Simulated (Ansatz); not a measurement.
An Ansatz (a first-principles code) run: Al; r2SCAN, PAW, 500 eV (Ansatz; no spin-orbit coupling).

Input:

Ansatz 0.2 input:
```yaml
crystal:
  lattice:
    - [0, 1.9960072005, 1.9960072005]
    - [1.9960072005, 0, 1.9960072005]
    - [1.9960072005, 1.9960072005, 0]
  atoms:
    - { symbol: Al, position: [0, 0, 0] }
basis: { ecutwfc: 500, ecutrho_ratio: 4, xc_grid: 4, fft_grid_basis: typed }
kpoints: { mp_grid: { grid: [20, 20, 20] } }
hamiltonian:
  xc: r2scan
  dispersion: none
  pseudopotentials: { kind: paw }
scf: { occupations: { method: fermi_dirac, width: 0.05 }, convergence: { dr2_threshold: 0.0000000001 } }
output: { forces: true, stress: true }
```

Output:

```
WARN ansatz: RAYON_NUM_THREADS=2 ignored (pool sized by the plan → 2); use --threads N
Pseudopotentials: kind: paw
Pseudopotential: Al, paw, valence charge 3
Functional definition: r2SCAN
Crystal: 1 atoms, lattice volume = 15.904 Å³
Basis set: ecut = 500 eV, 411 PW (Γ), exchange–correlation on 96×96×96 points (64 copies of the dense FFT grid, shifted against one another)
Bands: 6, of which v1, the nominal top of the filled ones, is band 2 counted from 1 (1 counted from 0)
Symmetry: 48 space group operations
Space group: Fm-3m (ITA 225), of the structure as read, at distance tolerance 2.5e-5 Å
k-points: 256 of 8000
PAW frozen core: Al, regenerated for the run's functional
Initial density: superposition of atomic densities (neutral atoms: chi_scale 0, normalization atom), corrected by the library's trained network
Initial wavefunctions: pseudopotential atomic-orbital guess
Eigensolver: davidson
Functional: x = r2scan, c = r2scan; τ floored in thin density (d = 2e-4 eV/Å³)
SCF iter   1: F=—  HF=-540.404744 eV  |F-HF|=—  |Δ(HF+E_count)|=         —  Δρ=3.38e-3  dr2=2.03e-3  dr2_τ=4.95e-3  ethr=1.77e-3  ⟨swp⟩=4.9  Hψ=13604  notcnv=0
all-band conjugate gradients solve this SCF's bands
preconditioner: auto → none
SCF iter   2: F=—  HF=-540.412374 eV  |F-HF|=—  |Δ(HF+E_count)|=   7.63e-3  Δρ=2.34e-3  dr2=9.65e-4  dr2_τ=2.52e-6  ethr=6.77e-5  ⟨swp⟩=2.0  Hψ=5025  notcnv=0  defer=100
SCF iter   3: F=—  HF=-540.412307 eV  |F-HF|=—  |Δ(HF+E_count)|=   6.73e-5  Δρ=1.22e-3  dr2=2.51e-4  dr2_τ=6.82e-7  ethr=3.22e-5  ⟨swp⟩=1.1  Hψ=1465  notcnv=0  defer=100
SCF iter   4: F=—  HF=-540.412287 eV  |F-HF|=—  |Δ(HF+E_count)|=   1.94e-5  Δρ=4.18e-4  dr2=2.85e-5  dr2_τ=3.59e-8  ethr=8.35e-6  ⟨swp⟩=1.0  Hψ=1436  notcnv=0  defer=100
SCF iter   5: F=—  HF=-540.412286 eV  |F-HF|=—  |Δ(HF+E_count)|=   9.90e-7  Δρ=8.33e-5  dr2=1.11e-6  dr2_τ=1.30e-9  ethr=9.49e-7  ⟨swp⟩=1.0  Hψ=1436  notcnv=0  defer=100
SCF iter   6: F=—  HF=-540.412286 eV  |F-HF|=—  |Δ(HF+E_count)|=   2.55e-8  Δρ=1.03e-5  dr2=1.73e-8  dr2_τ=2.34e-11  ethr=3.70e-8  ⟨swp⟩=1.0  Hψ=1436  notcnv=0  defer=100
SCF iter   7: F=—  HF=-540.412287 eV  |F-HF|=—  |Δ(HF+E_count)|=   1.44e-7  Δρ=8.37e-7  dr2=1.14e-10  dr2_τ=1.50e-13  ethr=5.75e-10  ⟨swp⟩=1.0  Hψ=1439  notcnv=0  defer=100
SCF iter   8: F=-540.412287 eV  HF=-540.412287 eV  |F-HF|=1.14e-13  |Δ(HF+E_count)|=  3.41e-11  Δρ=4.13e-8  dr2=2.69e-13  dr2_τ=9.34e-16  ethr=3.33e-12  ⟨swp⟩=3.8  Hψ=3283  notcnv=0
SCF 1 converged in 8 iterations: F = -540.412287 eV  dr2 = 2.69e-13
SCF converged after 8 iterations
Free energy (F): -540.412287 eV
Harris-Foulkes:  -540.412287 eV  (|F-HF|=1.14e-13)
Internal energy: -540.409240 eV  (E = F + TS)
E sigma→0 (E₀):  -540.410763 eV
Entropy (-TS):   -0.003047 eV (-3.047 meV/atom)
Fermi energy:    8.410277 eV
--- Per-component energies (eV) ---
  E_band       = 10.621403
  E_kinetic    = 23.546711
  E_local      = 10.835840  (includes V_loc(G=0)·N_el)
  E_nonlocal   = 9.605481
  E_hartree    = 0.124821
  E_xc         = -36.922739
  E_vxc        = -31.429508  (∫ρ·V_xc dr)
  E_paw        = -473.117733  (= ΣΔE_a)
  E_vpaw       = -3.413681  (= ΣTr[D̂ρ^β])
  E_aug_tail   = -0.000001  (compensation charges beyond the density's cutoff)
  E_vtau       = 1.226919  (kinetic-family band-sum trace: ∫τ·v_τ [+ j·A + Jᵃ·Aᵃ] dr)
  E_ewald      = -74.421512
  E_core_change = -0.060108  (= ΣΔE_core)
  E_smearing   = -0.003047  (= −TS)
  E_closure    = 0.000000  (closes the sum)
  Σ components = -540.412287   (vs F -540.412287, Δ=0.00e0)
  [band-id]    e_kinetic+e_local+e_nonlocal+2·e_hartree+e_vxc+e_vpaw+e_augmentation_tail+e_vtau = 10.621403   (vs E_band 10.621403, Δ=-1.65e-8)
--- Forces (eV/Å), atoms counted from 1 ---
  atom   1  Al    -0.00000000     0.00000000     0.00000000
  max |Σ_I F_I| component: 8.99e-34 eV/Å
--- Stress (GPa, compression-positive) ---
       -0.000316       0.000000       0.000000
        0.000000      -0.000316      -0.000000
        0.000000       0.000000      -0.000316
  P = ⅓ Tr σ = -0.0003 GPa (-0.003 kbar)
  The stress holds the Pulay correction. Without it, at fixed plane waves, as pw.x and ABINIT print it: P = -0.0038 GPa
  The stress includes an estimate of the error left by incomplete SCF convergence (largest component 0.0000 GPa).
--- Band table ---
  band table: none
```

Whether these cells are dynamically stable was not tested. The cell is Al in the fcc (Cu type) structure (space group Fm-3m, No. 225).
